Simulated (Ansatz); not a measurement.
WC under a change: tensor shear ε_xz = +0.86 %

Consider WC (space group P-6m2, No. 187; a = 2.8991 Å, c = 2.8268 Å; relaxed with 0.1 eV smearing). Axes: x lies along a and z along c of the hexagonal cell.

It is then changed as follows: tensor shear ε_xz = +0.86 % (engineering shear γ = 0.0172); the atoms relax in the strained cell.

Method: PBEsol (Ansatz, a quantum-chemistry and plane-wave program), spin-orbit coupling left out. Settings: 23×23×20 k-points, 0.1 eV Fermi–Dirac smearing.

* **Volume per atom**: 10.29 Å³ (base 10.29 Å³)
* **Space group**: C2 (No. 5) (base P-6m2 (No. 187))
* **Shortest interatomic distance**: 2.175 Å (base 2.191 Å)
* **Energy relative to the base (free energy F)**: +3.0 meV/atom
* **Pressure (mean of the normal stresses, compression positive)**: 0.1 GPa (base 0.0 GPa)
* **Band gap**: zero (base zero)
* **Stress (xx, yy, zz, yz, xz, xy; compression positive)**: (0.2, 0.1, 0.1, 0.0, -5.5, 0.0) GPa

Whether these cells are dynamically stable was not tested. All final runs are without spin polarisation.
